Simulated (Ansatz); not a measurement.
**Response to strain in SrTiO3**

The parent structure is SrTiO$_{3}$ in the cubic perovskite structure (space group Pm-3m, No. 221; a = 3.891 Å). Axes: x, y, z lie along the cube axes.

Strains are applied to the cell and any free atomic positions relax; under biaxial strain the out-of-plane vector relaxes too.

All numbers come from PBEsol (Ansatz, a quantum-chemistry and plane-wave program; PAW; 420 eV plane waves; no spin-orbit coupling).

Notes on the quantities. energy relative to the base: free energy F.

| biaxial strain, plane normal [111], relaxed out of plane (%) | energy relative to the base (meV/atom) |
|---|---|
| 0 | 0.0 |
| 0.5 | 0.7 |
| 1 | 2.7 |
| 1.5 | 6.1 |
| 2 | ? |
| 2.5 | 16.6 |

Fit ΔE = Aε² + Bε³ (ε in %) to the rows shown and predict the withheld row.

Least squares on the printed values gives A = 2.78 and B = -0.048 meV/atom (largest residual 0.0 meV/atom); this predicts 10.7 meV/atom, and the run gives 10.7 meV/atom, in agreement.

No phonon test of stability was made. All final runs are without spin polarisation. Many cubic perovskites are stable only at high temperature; tilts and polar distortions were not tested.
